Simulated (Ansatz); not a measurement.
Results of PBE0 in Ansatz (plane waves, PAW) for HgTe (P3₁21, No. 152, 6 atoms in the cell; start mp-358; a measured phase of this formula has another space group).

Settings: plane-wave cutoff 500 eV, 6×6×2 k mesh (along the axes of the cell as run), gaussian smearing 0.02 eV, scalar-relativistic PAW data made under PBE.

Cell (relaxed with r²SCAN):

```cif
data_Hg3Te3
_chemical_formula_sum 'Hg3 Te3'
_space_group_name_H-M_alt 'P 1'
_space_group_IT_number 1
_cell_length_a 4.67453
_cell_length_b 4.67453
_cell_length_c 10.38231
_cell_angle_alpha 90.000
_cell_angle_beta 90.000
_cell_angle_gamma 120.000
loop_
_space_group_symop_operation_xyz
  'x, y, z'
loop_
_atom_site_label
_atom_site_type_symbol
_atom_site_fract_x
_atom_site_fract_y
_atom_site_fract_z
_atom_site_occupancy
Hg1 Hg 0.30978 0.30978 0.00000 1
Hg2 Hg 0.69022 0.00000 0.33333 1
Hg3 Hg 0.00000 0.69022 0.66667 1
Te1 Te 0.48858 0.48858 0.50000 1
Te2 Te 0.51142 0.00000 0.83333 1
Te3 Te 0.00000 0.51142 0.16667 1
```

Problem. Estimate the band gap that the calculation returns.

Solution. 
- band gap: 1.83 eV (on the SCF k mesh)

Note: cell and atoms aren't relaxed at this level (largest force component 0.14 eV/Å).

Spin–orbit coupling is not included; with these elements it can move the gap by several tenths of an eV or more.

It cost very roughly 14 core-minutes of CPU time.

A start named mp-… is a Materials Project structure, which need not be a measured phase.

Ansatz is an electronic-structure program.
